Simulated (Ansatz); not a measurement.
Consider interstitial O in polar orthorhombic HfO2, neutral cell. Calculation: PBE, PAW (plane waves to 420 eV; Ansatz, a program for electronic structure).

Settings: 96 host sites, the relaxed PBE lattice, the Γ point alone, smearing 0.01 eV, spin-restricted, no image-charge correction. No zero-point or tunnelling terms. Spin-orbit coupling is left out. The host's phase is taken as given; its stability against other phases was not computed. The charge state is imposed; whether it is stable for some Fermi level was not computed. Sites that were not tried may lie lower.

Barriers: single points on a 2×2×2 k-point mesh shifted by half a step at the bands' geometries.

Relaxed starting cell (atoms counted from 1):

```yaml
crystal:
  lattice:
    - [10.58774, 0.00000, 0.00000]
    - [0.00000, 10.13816, 0.00000]
    - [0.00000, 0.00000, 10.20243]
  atoms:
    - { symbol: Hf, position: [0.26752, 0.37003, 0.12444] }
    - { symbol: Hf, position: [0.26438, 0.36107, 0.62803] }
    - { symbol: Hf, position: [0.26770, 0.86833, 0.12806] }
    - { symbol: Hf, position: [0.27158, 0.85585, 0.63874] }
    - { symbol: Hf, position: [0.76571, 0.36821, 0.13133] }
    - { symbol: Hf, position: [0.76185, 0.36834, 0.63024] }
    - { symbol: Hf, position: [0.76781, 0.86804, 0.13315] }
    - { symbol: Hf, position: [0.76591, 0.86639, 0.62984] }
    - { symbol: Hf, position: [0.48422, 0.36866, 0.37924] }
    - { symbol: Hf, position: [0.48228, 0.36582, 0.87752] }
    - { symbol: Hf, position: [0.48263, 0.86721, 0.38030] }
    - { symbol: Hf, position: [0.48514, 0.86631, 0.88122] }
    - { symbol: Hf, position: [0.98359, 0.36617, 0.37978] }
    - { symbol: Hf, position: [0.98221, 0.36986, 0.88164] }
    - { symbol: Hf, position: [0.99150, 0.87264, 0.38322] }
    - { symbol: Hf, position: [0.98228, 0.86750, 0.88256] }
    - { symbol: Hf, position: [0.23670, 0.14186, 0.35992] }
    - { symbol: Hf, position: [0.23167, 0.13259, 0.87821] }
    - { symbol: Hf, position: [0.23212, 0.63115, 0.38117] }
    - { symbol: Hf, position: [0.23325, 0.63143, 0.88216] }
    - { symbol: Hf, position: [0.73348, 0.13306, 0.37942] }
    - { symbol: Hf, position: [0.73118, 0.13340, 0.88100] }
    - { symbol: Hf, position: [0.73565, 0.63614, 0.37972] }
    - { symbol: Hf, position: [0.73308, 0.63445, 0.88072] }
    - { symbol: Hf, position: [0.01518, 0.13498, 0.12350] }
    - { symbol: Hf, position: [0.00296, 0.13966, 0.63741] }
    - { symbol: Hf, position: [0.01580, 0.63549, 0.13242] }
    - { symbol: Hf, position: [0.01316, 0.63010, 0.63213] }
    - { symbol: Hf, position: [0.51677, 0.13211, 0.12895] }
    - { symbol: Hf, position: [0.51549, 0.13125, 0.62877] }
    - { symbol: Hf, position: [0.51614, 0.63418, 0.13034] }
    - { symbol: Hf, position: [0.51709, 0.63083, 0.62815] }
    - { symbol: O, position: [0.43317, 0.46781, 0.05549] }
    - { symbol: O, position: [0.43270, 0.46225, 0.55927] }
    - { symbol: O, position: [0.43670, 0.96480, 0.05797] }
    - { symbol: O, position: [0.43408, 0.96178, 0.56397] }
    - { symbol: O, position: [0.93288, 0.46829, 0.05948] }
    - { symbol: O, position: [0.93241, 0.46275, 0.55954] }
    - { symbol: O, position: [0.93083, 0.96629, 0.05946] }
    - { symbol: O, position: [0.93673, 0.96792, 0.56015] }
    - { symbol: O, position: [0.31727, 0.46603, 0.30713] }
    - { symbol: O, position: [0.31491, 0.46362, 0.80813] }
    - { symbol: O, position: [0.32425, 0.97263, 0.29689] }
    - { symbol: O, position: [0.31686, 0.95893, 0.82053] }
    - { symbol: O, position: [0.81760, 0.46721, 0.30905] }
    - { symbol: O, position: [0.81617, 0.46882, 0.80710] }
    - { symbol: O, position: [0.81897, 0.96619, 0.31222] }
    - { symbol: O, position: [0.81569, 0.96757, 0.80710] }
    - { symbol: O, position: [0.06690, 0.03643, 0.29478] }
    - { symbol: O, position: [0.05667, 0.04439, 0.82757] }
    - { symbol: O, position: [0.06594, 0.53424, 0.30884] }
    - { symbol: O, position: [0.06575, 0.53605, 0.81208] }
    - { symbol: O, position: [0.56807, 0.03456, 0.30971] }
    - { symbol: O, position: [0.56622, 0.03455, 0.80914] }
    - { symbol: O, position: [0.56757, 0.53455, 0.30854] }
    - { symbol: O, position: [0.56724, 0.53319, 0.80711] }
    - { symbol: O, position: [0.18585, 0.03853, 0.05972] }
    - { symbol: O, position: [0.17670, 0.03560, 0.63038] }
    - { symbol: O, position: [0.18289, 0.53728, 0.05984] }
    - { symbol: O, position: [0.18054, 0.52550, 0.55755] }
    - { symbol: O, position: [0.68403, 0.03492, 0.06003] }
    - { symbol: O, position: [0.68367, 0.03454, 0.55908] }
    - { symbol: O, position: [0.68279, 0.53444, 0.05885] }
    - { symbol: O, position: [0.68248, 0.53451, 0.55640] }
    - { symbol: O, position: [0.13320, 0.27669, 0.24866] }
    - { symbol: O, position: [0.12881, 0.27367, 0.75303] }
    - { symbol: O, position: [0.13888, 0.77070, 0.25790] }
    - { symbol: O, position: [0.13420, 0.76809, 0.75850] }
    - { symbol: O, position: [0.63557, 0.26918, 0.25493] }
    - { symbol: O, position: [0.63220, 0.26882, 0.75476] }
    - { symbol: O, position: [0.63604, 0.76942, 0.25581] }
    - { symbol: O, position: [0.63507, 0.76829, 0.75429] }
    - { symbol: O, position: [0.11645, 0.27282, 0.00192] }
    - { symbol: O, position: [0.11217, 0.25234, 0.50044] }
    - { symbol: O, position: [0.11406, 0.77089, 0.00743] }
    - { symbol: O, position: [0.11104, 0.75618, 0.50789] }
    - { symbol: O, position: [0.61307, 0.26881, 0.00473] }
    - { symbol: O, position: [0.61225, 0.26848, 0.50481] }
    - { symbol: O, position: [0.61531, 0.76873, 0.00607] }
    - { symbol: O, position: [0.61469, 0.76906, 0.50467] }
    - { symbol: O, position: [0.36450, 0.23132, 0.00161] }
    - { symbol: O, position: [0.36092, 0.22646, 0.49976] }
    - { symbol: O, position: [0.36546, 0.73042, 0.00515] }
    - { symbol: O, position: [0.36627, 0.72626, 0.50412] }
    - { symbol: O, position: [0.86299, 0.23392, 0.00532] }
    - { symbol: O, position: [0.86055, 0.23292, 0.50663] }
    - { symbol: O, position: [0.86408, 0.73224, 0.00658] }
    - { symbol: O, position: [0.86371, 0.73219, 0.50668] }
    - { symbol: O, position: [0.38681, 0.23596, 0.24924] }
    - { symbol: O, position: [0.38271, 0.22844, 0.75203] }
    - { symbol: O, position: [0.38618, 0.73276, 0.25513] }
    - { symbol: O, position: [0.38598, 0.72697, 0.75533] }
    - { symbol: O, position: [0.88572, 0.23183, 0.25528] }
    - { symbol: O, position: [0.87828, 0.23480, 0.75811] }
    - { symbol: O, position: [0.88847, 0.73475, 0.25748] }
    - { symbol: O, position: [0.88433, 0.73246, 0.75609] }
    - { symbol: O, position: [0.19251, 0.99106, 0.49467] }
```

End state 1 differs by these moves (Å; atoms that move under 0.08 Å are left out):

```tsv
atom	element	Δx	Δy	Δz
1	Hf	-0.02	0.00	0.08
2	Hf	0.03	0.09	0.03
4	Hf	-0.10	0.04	-0.29
10	Hf	0.04	0.05	0.05
12	Hf	0.12	-0.05	0.07
15	Hf	-0.10	-0.04	-0.04
17	Hf	-0.06	-0.09	0.19
18	Hf	-0.04	0.13	0.11
20	Hf	0.01	0.09	-0.04
25	Hf	-0.01	0.00	0.08
26	Hf	0.14	-0.06	-0.07
30	Hf	-0.08	-0.03	0.05
35	O	0.06	-0.08	0.20
36	O	-0.02	0.03	-0.19
42	O	0.04	0.12	0.00
43	O	-0.12	-0.10	0.13
44	O	0.06	0.07	0.61
49	O	-0.05	0.00	0.14
50	O	0.09	-0.05	-0.14
57	O	-0.04	0.04	0.11
58	O	1.37	-0.26	1.17
60	O	0.01	0.10	0.00
65	O	0.00	-0.06	0.07
68	O	0.04	0.07	-0.09
74	O	0.01	0.16	0.05
76	O	0.01	0.09	-0.09
82	O	-0.01	0.04	0.09
89	O	-0.02	-0.06	0.09
90	O	0.06	0.17	0.06
92	O	0.01	0.22	-0.05
97	O	-0.19	0.38	0.54
```

**Question.** Give the forward and backward barriers to end state 1 at the level PBE, PAW.

**Answer.** forward 0.90 eV, backward 0.90 eV; at the saddle point atom 58 has neighbours Hf at 2.04, Hf at 2.20; O at 1.73, O at 2.03 Å. The program found a first-order saddle point.
